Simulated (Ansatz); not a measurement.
An Ansatz (a first-principles code) run: WC with a change (biaxial strain +3.00 %, plane normal [001], relaxed out of plane); r2SCAN (Ansatz), without spin-orbit coupling.

Input:

Ansatz 0.2 input:
```yaml
crystal:
  lattice:
    - [3.0000582862, 0, 0]
    - [1.5000291431, 2.5981266887, 0]
    - [0, 0, 2.7928272751]
  atoms:
    - { symbol: W, position: [0, 0, 0] }
    - { symbol: C, position: [0.3333333333, 0.3333333333, 0.5] }
basis: { ecutwfc: 500, ecutrho_ratio: 4, xc_grid: 4, fft_grid_basis: typed }
kpoints: { mp_grid: { grid: [23, 23, 20] } }
hamiltonian:
  xc: r2scan
  dispersion: none
  pseudopotentials: { kind: paw }
scf: { occupations: { method: fermi_dirac, width: 0.1 } }
relax: { f_tol: 0.005, max_steps: 50, cell: { stress_tol: 0.01, fix: [a, b, gamma] } }
output: { forces: true, stress: true }
checkpoint: { write: state.ck, write_every: 1000 }
```

Output (explanatory and most iteration lines left out):

```
Relaxation: its limit of steps is 50 (relax.max_steps)
Pseudopotential: W, paw, valence charge 14
Pseudopotential: C, paw, valence charge 4
Crystal: 2 atoms, lattice volume = 21.769 Å³
Basis set: ecut = 500 eV, 551 PW (Γ), exchange–correlation on 96×96×96 points (64 copies of the dense FFT grid, shifted against one another)
Bands: 13, of which v1, the nominal top of the filled ones, is band 9 counted from 1 (8 counted from 0)
Symmetry: 12 space group operations
Space group: P-6m2 (ITA 187), of the structure as read, at distance tolerance 2.8e-5 Å
k-points: 616 of 10580 (time reversal used)
Functional: x = r2scan, c = r2scan; τ floored in thin density (d = 2e-4 eV/Å³)
SCF iter   1: F=—  HF=-10649.155816 eV  |F-HF|=—  |Δ(HF+E_count)|=         —  Δρ=1.02e-2  dr2=8.58e-3  dr2_τ=1.60e-1  ethr=1.77e-3  ⟨swp⟩=5.7  Hψ=43751  notcnv=0
SCF iter   2: F=—  HF=-10649.222456 eV  |F-HF|=—  |Δ(HF+E_count)|=   6.66e-2  Δρ=6.62e-3  dr2=4.25e-3  dr2_τ=4.84e-4  ethr=4.77e-5  ⟨swp⟩=2.0  Hψ=18483  notcnv=0
SCF 1 converged in 6 iterations: F = -10649.226226 eV  dr2 = 5.94e-8
relax step   1: F+E_penalty+E_count = -10649.22622583 eV  Δ(F+E_penalty+E_count) = +0.000e0 eV  max|allowed force component| = 4.626e-17 eV/Å  Δτ_max = 0.0000 Å  P = -13.912 GPa  Ω = 21.769 Å³  fix = [a, b, gamma]  reactions: a -23.388, b -23.388 GPa  (6 SCF iters, dr2 threshold 1.00e-7 eV, accepted)
[... steps on the carried basis left out ...]
relax step   4: F+E_penalty+E_count = -10649.22798933 eV  Δ(F+E_penalty+E_count) = -1.456e-6 eV  max|allowed force component| = 1.573e-16 eV/Å  Δτ_max = 0.0000 Å  P = -16.038 GPa  Ω = 21.885 Å³  energy of the carried Pulay correction = -5.657e-5 eV  fix = [a, b, gamma]  reactions: a -24.056, b -24.056 GPa  (2 SCF iters, dr2 threshold 1.77e-8 eV, accepted)
Crystal: 2 atoms, lattice volume = 21.885 Å³
SCF iter   1: F=—  HF=-10649.228044 eV  |F-HF|=—  |Δ(HF+E_count)|=         —  Δρ=4.55e-5  dr2=2.12e-8  dr2_τ=1.01e-7  ethr=9.46e-8  ⟨swp⟩=4.2  Hψ=66073  notcnv=0
SCF iter   2: F=—  HF=-10649.228046 eV  |F-HF|=—  |Δ(HF+E_count)|=   2.05e-6  Δρ=2.27e-5  dr2=5.76e-9  dr2_τ=2.73e-8  ethr=1.18e-10  ⟨swp⟩=2.5  Hψ=13696  notcnv=0
SCF 5 converged in 6 iterations: F = -10649.228046 eV  dr2 = 7.70e-14
SCF converged after 6 iterations
Free energy (F): -10649.228046 eV
Internal energy: -10649.217749 eV  (E = F + TS)
E sigma→0 (E₀):  -10649.222898 eV
Entropy (-TS):   -0.010297 eV (-5.149 meV/atom)
Fermi energy:    19.295792 eV
--- Forces (eV/Å), atoms counted from 1 ---
  atom   1  W      0.00000000     0.00000000     0.00000000
  atom   2  C      0.00000000     0.00000000     0.00000000
--- Stress (GPa, compression-positive) ---
      -24.056356       0.000000      -0.000000
       -0.000000     -24.056356      -0.000000
       -0.000000      -0.000000       0.001317
  P = ⅓ Tr σ = -16.0371 GPa (-160.371 kbar)
--- Relaxed structure (4 steps of the walk, 3 accepted, 1 SCFs on fresh bases) ---
  cell:  # Å, volume = 21.8851 Å³
    - [3.000058286209696, -1.712379061799148e-97, 0.0]
    - [1.500029143104848, 2.5981266886916026, 0.0]
    - [0.0, 0.0, 2.807756363125326]
  atoms:
    - { symbol: W, position: [-9.251858536388855e-18, -9.251858536388857e-18, 0.0] }
    - { symbol: C, position: [0.3333333333333333, 0.33333333333333337, 0.5] }
```

Whether these cells are dynamically stable was not tested. All final runs are without spin polarisation. The cell was made from WC (space group P-6m2, No. 187) by this change: biaxial strain +3.00 %, plane normal [001], relaxed out of plane.
